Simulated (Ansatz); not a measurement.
## W, response to strain

Consider W in the bcc (W type) structure (space group Im-3m, No. 229; a = 3.154 Å; relaxed with 0.1 eV smearing). Axes: x, y, z lie along the cube axes.

Strains are applied to the cell and any free atomic positions relax; under biaxial strain the out-of-plane vector relaxes too.

Computed with PBEsol in Ansatz (plane waves to 420 eV, PAW, no spin-orbit coupling).

Notes on the quantities. energy relative to the base: free energy F.

```tsv
biaxial strain, plane normal [001], relaxed out of plane (%)	energy relative to the base (meV/atom)
-3	54.4
-2.5	37.5
-2	?
-1.5	13.3
-1	5.9
-0.5	1.5
0	0.0
```

Question: Fit ΔE = Aε² + Bε³ (ε in %) to the rows shown and predict the withheld row.

Answer: Least squares on the printed values gives A = 5.79 and B = -0.084 meV/atom (largest residual 0.0 meV/atom); this predicts 23.8 meV/atom, and the run gives 23.8 meV/atom, in agreement.

Whether these cells are dynamically stable was not tested. All final runs are without spin polarisation.

Ansatz is a program for electronic structure.
